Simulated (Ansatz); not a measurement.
## AlPt$_{3}$ in the Cu3Au type structure (space group Pm-3m, No. 221; a cell from a computed database, its experimental status unchecked)

AlPt3 is modelled in the cubic space group Pm-3m (No. 221), the Cu3Au type structure, Pearson symbol cP4. Cell: a = 3.874 Å, b = 3.874 Å, c = 3.874 Å, α = 90.00°, β = 90.00°, γ = 90.00°. Al on 1b sees 12 Pt at 2.739 Å (cuboctahedral). Pt on 3d sees 4 Al at 2.739 Å and 8 Pt at 2.739 Å (cuboctahedral). (Neighbours: up to the widest gap in distance over summed covalent radii, below 1.35, at either atom.)

Level of theory: PBEsol in Ansatz (plane waves to 420 eV, PAW, scalar-relativistic without spin-orbit coupling). k-mesh 12×12×12 (Γ-centred); smearing 0.05 eV (Fermi–Dirac).

* **Volume per atom**: 14.54 Å³
* **Density**: 17.48 g/cm³
* **Band gap**: zero
* **Total energy**: -9419.704 eV/atom (σ→0; compares only within this code and set-up)

No phonon test of stability was made. The base started in P4/mbm and relaxed to Pm-3m at this level. All final runs are without spin polarisation.

Ansatz is a first-principles code.
